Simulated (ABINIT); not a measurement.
Worked example: self-consistent single point of AlGa₃N₄ (P-43m, 8 atoms in the cell) in ABINIT.

Level of theory: PBEsol, norm-conserving pseudopotentials (PseudoDojo nc-sr-04 PBEsol standard) (plane waves; ABINIT).

```xyz
8
Lattice="4.4717 0.0000 0.0000 0.0000 4.4717 0.0000 0.0000 0.0000 4.4717" Properties=species:S:1:pos:R:3 pbc="T T T"
Al     0.0000     0.0000     0.0000
Ga     2.2358     2.2358     0.0000
Ga     0.0000     2.2358     2.2358
Ga     2.2358     0.0000     2.2358
N      3.3793     3.3793     1.0924
N      3.3793     1.0924     3.3793
N      1.0924     1.0924     1.0924
N      1.0924     3.3793     3.3793
```

Reference input (self-consistent single point, DFT, PBEsol, plane waves, norm-conserving pseudopotentials (PseudoDojo nc-sr-04 PBEsol standard)): pseudos = [Al.upf, Ga.upf, N.upf]; ecut = 1143 eV; occopt = 1; ngkpt = 6 6 6; nshiftk = 1; shiftk = 0 0 0; potentials = PseudoDojo nc-sr-04 PBEsol standard; nband = 34; kptopt = 1; nstep = 60; toldfe = 1e-09 Ha. This run's input differs from it in these lines:

```diff
@@ -25,3 +25,3 @@
 kptopt 1
-ngkpt 6 6 6
+ngkpt 3 3 3
 nshiftk 1
```

The program printed (abridged):

```
--- !BeginCycle
solver: {iscf: 7, nstep: 60, nline: 4, wfoptalg: 0, }
tolerances: {toldfe: 1.00E-09, }
...

     iter   Etot(hartree)      deltaE(h)  residm     vres2
 ETOT  1  -261.58128499510    -2.616E+02 4.538E-01 1.700E+04
 ETOT  2  -267.25887463334    -5.678E+00 8.313E-02 2.697E+04
 ETOT  3  -272.45633353873    -5.197E+00 5.893E-02 2.782E+03
 ETOT  4  -272.62258167985    -1.662E-01 9.031E-02 1.984E+03
 ETOT  5  -272.86352052630    -2.409E-01 1.565E-02 5.524E+02
   [... 4 lines left out ...]
 ETOT 10  -272.95258871279    -8.493E-06 4.927E-04 5.084E-05
 ETOT 11  -272.95258874183    -2.904E-08 1.569E-04 1.072E-06
 ETOT 12  -272.95258874243    -5.971E-10 2.579E-04 4.966E-08
 ETOT 13  -272.95258874243    -7.390E-12 8.346E-05 1.579E-09
 At SCF step   13, etot is converged :
  for the second time, diff in etot=  7.390E-12 < toldfe=  1.000E-09

 Cartesian components of stress tensor (hartree/bohr^3)
  sigma(1 1)=  1.50282619E-05  sigma(3 2)=  0.00000000E+00
  sigma(2 2)=  1.50282619E-05  sigma(3 1)=  0.00000000E+00
  sigma(3 3)=  1.50282619E-05  sigma(2 1)=  0.00000000E+00

 ----iterations are completed or convergence reached----

 reduced coordinates (array xred) for    8 atoms
       0.000000000000      0.000000000000      0.000000000000
       0.500000000000      0.500000000000      0.000000000000
       0.000000000000      0.500000000000      0.500000000000
       0.500000000000      0.000000000000      0.500000000000
       0.755710000000      0.755710000000      0.244290000000
       0.755710000000      0.244290000000      0.755710000000
   [... lines left out ...]
 Fermi (or HOMO) energy (eV) =   5.28997   Average Vxc (eV)= -11.73440
   [... lines left out ...]
total_energy        : -2.72952588742434E+02
total_energy_eV     : -7.42741766785109E+03
band_energy         : -9.00485581841281E+00
...

-Cartesian components of stress tensor (GPa)         [Pressure= -4.4215E-01 GPa]
- sigma(1 1)=  4.42146655E-01  sigma(3 2)=  0.00000000E+00
- sigma(2 2)=  4.42146655E-01  sigma(3 1)=  0.00000000E+00
- sigma(3 3)=  4.42146655E-01  sigma(2 1)=  0.00000000E+00

 Calculation completed.
```

The run converged in 13 iterations. Against the reference run the free energy rises by 2.3 meV/atom, the pressure hardly changes (-0.39 to -0.44 GPa), the largest force goes from 0.122 to 0.117 eV/Å and the gap on the mesh moves little (2.307 to 2.305 eV).

The starting cell comes from a database of computed structures (which also holds hypothetical and non-ambient phases and stackings), without a prior relaxation at this level.

Cost on one core of a shared machine: roughly 30 s.
